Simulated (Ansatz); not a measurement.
The reference is YN in the rock salt structure (space group Fm-3m, No. 225; a = 4.896 Å). Axes: x, y, z lie along the cube axes.

Method: r2SCAN (Ansatz, a program for electronic structure; PAW; 500 eV plane waves; no spin-orbit coupling).

Before the change:

The smallest direct gap comes out as 0.98 eV.

The change: the cell is compressed by 0.50 % along z with no lateral relaxation, atoms relaxed at fixed cell.

Question: Predict the new stress.

Answer: The stress (xx, yy, zz, yz, xz, xy; compression positive) comes out as (0.44, 0.44, 1.73, 0.00, 0.00, 0.00) GPa.

Question: What happens to the smallest direct gap?

Answer: The smallest direct gap decreases by 0.026 eV to 0.96 eV.

The cells carry an imposed strain or load. Stability against distortions was not tested.
